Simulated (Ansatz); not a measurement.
Base system: Al$_{2}$O$_{3}$ in the corundum structure (space group R-3c, No. 167; a = 4.808 Å, c = 13.122 Å (hexagonal axes)).

Level of theory: DFT with PBE, PAW potentials and a 420 eV plane-wave cutoff in Ansatz (an electronic-structure program), spin-orbit coupling left out, earlier PAW set.

For the base:

* **Lattice parameter a**: 480.8 pm
* **Valence-band top at Γ**: 0.00, -0.03, -0.03 eV

Modification: hydrostatic tension (pressure −2 GPa).

**Question.** What does the calculation give for the lattice parameter a after the change?

**Answer.** The lattice parameter a rises by 1.4 pm, from 480.8 pm to 482.2 pm.

**Question.** Estimate the effect on the valence-band top at Γ.

**Answer.** The valence-band top at Γ (three highest levels, from the VBM) changes from 0.00, -0.03, -0.03 eV to 0.00, -0.02, -0.02 eV.

The levels and masses belong to the bands next to the band gap. Load acts through the strain it causes; cell and atoms are relaxed under it. Whether these cells are dynamically stable was not tested.
